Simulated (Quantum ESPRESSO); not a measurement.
**Habitual settings against a tight run: SiO2 (P3_121, 9 atoms in the cell)**

Self-consistent single point.

```
SiO2
1.0
    4.90022     0.00000     0.00000
   -2.45011     4.24372     0.00000
    0.00000     0.00000     5.41501
Si O
3 6
Direct
  0.53109   0.53109   0.00000
  0.46891   0.00000   0.33333
  0.00000   0.46891   0.66667
  0.26922   0.41339   0.78489
  0.58661   0.85583   0.11822
  0.14417   0.73078   0.45156
  0.41339   0.26922   0.21511
  0.85583   0.58661   0.88178
  0.73078   0.14417   0.54844
```

Level of theory: PBE, GBRV 1.5 ultrasoft (PBE) pseudopotentials (plane waves; Quantum ESPRESSO 7.5).

Base settings: ecutwfc = 40 Ry; ecutrho = 200 Ry; occupations = fixed; potentials = {Si: si_pbe_v1.uspp.F.UPF, O: o_pbe_v1.2.uspp.F.UPF}; K_POINTS = automatic 5 5 4 0 0 0; nbnd = 26; conv_thr = 1e-10 Ry; mixing_beta = 0.7.

Tight run (finer mesh or higher cutoff; not a proven limit): ecutwfc: 40 Ry → 56 Ry; ecutrho: 200 Ry → 280 Ry; conv_thr: 1e-10 Ry → 7.3e-11 Ry; K_POINTS: automatic 5 5 4 0 0 0 → automatic 7 7 6 0 0 0. It gave top of the valence band (on the code's own zero) 2.55 eV; gap on the k-point mesh 6.05 eV; pressure 7.52 GPa; largest force (vector length) 0.403 eV/Å.

Quick runs, as changes from the base:
- A: the base itself
- B: ecutwfc: 40 Ry → 24 Ry; ecutrho: 200 Ry → 120 Ry; pseudopotentials: {Si: si_pbe_v1.uspp.F.UPF, O: o_pbe_v1.2.uspp.F.UPF} → {Si: si_lda_v1.uspp.F.UPF, O: o_lda_v1.2.uspp.F.UPF}; K_POINTS: automatic 5 5 4 0 0 0 → automatic 3 3 3 0 0 0 [LDA (PZ)]
- C: ecutwfc: 40 Ry → 32 Ry; ecutrho: 200 Ry → 160 Ry; occupations: fixed → smearing; nbnd: 26 → default; K_POINTS: automatic 5 5 4 0 0 0 → automatic 6 6 6 0 0 0; smearing: default → gaussian; degauss: default → 0.0099958 Ry
- D: ecutwfc: 40 Ry → 24 Ry; ecutrho: 200 Ry → 120 Ry; pseudopotentials: {Si: si_pbe_v1.uspp.F.UPF, O: o_pbe_v1.2.uspp.F.UPF} → {Si: si_lda_v1.uspp.F.UPF, O: o_lda_v1.2.uspp.F.UPF}; K_POINTS: automatic 5 5 4 0 0 0 → automatic 1 1 1 1 1 1 [LDA (PZ)]

Dashes: energy of B, D, another energy zero; time of B, D, under 30 s.

Gaps are read on each run's own mesh, which may miss the band edges.

† marks runs with another functional, U, potentials or spin treatment: their distance from the tight run is not a convergence error alone.

The count of work is k-points × plane waves × bands × iterations; it is no time. Core times come from one kind of shared machine and are given to one figure; runs under 30 s give none.

The starting cell comes from a database of computed structures (which also holds hypothetical and non-ambient phases and stackings), without a prior relaxation at this level. Its lattice was rescaled by a random factor within 2.5 % of one. In the base run, with a pressure of about 8 GPa the cell is away from its equilibrium volume at this level.

```csv
run,energy less tight (meV/atom),pressure less tight (GPa),largest miss in a force vector (eV/Å),gap on the mesh less tight (eV),count of work / tight,core time / tight (rough)
A,6.2,0.16,0.003,0.003,0.26,0.3
B†,–,-48.36,0.365,-0.360,0.042,–
C,40.9,-4.08,0.006,-0.014,0.38,0.4
D†,–,-48.92,0.634,2.866,0.0059,–
```

Among the runs at the tight run's level, the energy misses run from 6.2 to 40.9 meV/atom.

Left out of this page: 2 runs of the series outside the window shown, repeating another row's setting, or not comparable.
